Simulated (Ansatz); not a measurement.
**PbZrO3: response to strain**

Start from PbZrO₃ in the cubic perovskite structure (space group Pm-3m, No. 221; a cell from a computed database, its experimental status unchecked).

```xyz
5
Lattice="4.1412 0.0000 0.0000 0.0000 4.1412 0.0000 0.0000 0.0000 4.1412" Properties=species:S:1:pos:R:3 pbc="T T T"
Zr     0.0000     0.0000     0.0000
Pb     2.0706     2.0706     2.0706
O      2.0706     0.0000     0.0000
O      0.0000     2.0706     0.0000
O      0.0000     0.0000     2.0706
```

Cartesian axes are those of the cell as printed.

Strains are applied to the cell and any free atomic positions relax; under biaxial strain the out-of-plane vector relaxes too; under stress the whole cell relaxes.

Levels (all Ansatz, a program for electronic structure, PAW, earlier PAW set): PBEsol (420 eV, no spin-orbit coupling); r2SCAN (500 eV, no spin-orbit coupling); HSE06 (420 eV, no SOC); PBEsol+SOC (420 eV, with spin-orbit coupling).

Band gaps by level, all at the geometries relaxed with PBEsol:

```json
[
 {"case": "base", "PBEsol": "2.34 eV", "r2SCAN": "2.90 eV", "HSE06": "3.49 eV", "PBEsol+SOC": "2.02 eV"},
 {"case": "biaxial strain −0.42 %, plane normal [001], relaxed out of plane", "PBEsol": "2.33 eV", "r2SCAN": "…", "HSE06": "…", "PBEsol+SOC": "2.00 eV"},
 {"case": "isotropic strain −5.13 %", "PBEsol": "2.35 eV", "r2SCAN": "2.92 eV", "HSE06": "3.43 eV", "PBEsol+SOC": "2.00 eV"},
 {"case": "strain tensor (xx, yy, zz, yz, xz, xy) = (−0.21, +0.29, +0.48, −0.24, +0.14, +0.18) %", "PBEsol": "2.29 eV", "r2SCAN": "…", "HSE06": "…", "PBEsol+SOC": "1.97 eV"},
 {"case": "uniaxial stress, 5 GPa tension along x", "PBEsol": "2.22 eV", "r2SCAN": "2.78 eV", "HSE06": "3.40 eV", "PBEsol+SOC": "1.90 eV"}
]
```

**Question.** What belongs in the blanks?

**Answer.** 
- biaxial strain −0.42 %, plane normal [001], relaxed out of plane, r2SCAN: 2.88 eV
- biaxial strain −0.42 %, plane normal [001], relaxed out of plane, HSE06: 3.47 eV
- strain tensor (xx, yy, zz, yz, xz, xy) = (−0.21, +0.29, +0.48, −0.24, +0.14, +0.18) %, r2SCAN: 2.85 eV
- strain tensor (xx, yy, zz, yz, xz, xy) = (−0.21, +0.29, +0.48, −0.24, +0.14, +0.18) %, HSE06: 3.44 eV

Single points use the geometry relaxed with PBEsol. HSE06 gaps are upper bounds (no full band path). The spin-orbit shifts are approximate. Spin-orbit coupling, missing from the scalar runs, can matter with Pb. Stability under load was not tested beyond the relaxation. Many cubic perovskites are stable only at high temperature; tilts and polar distortions were not tested.
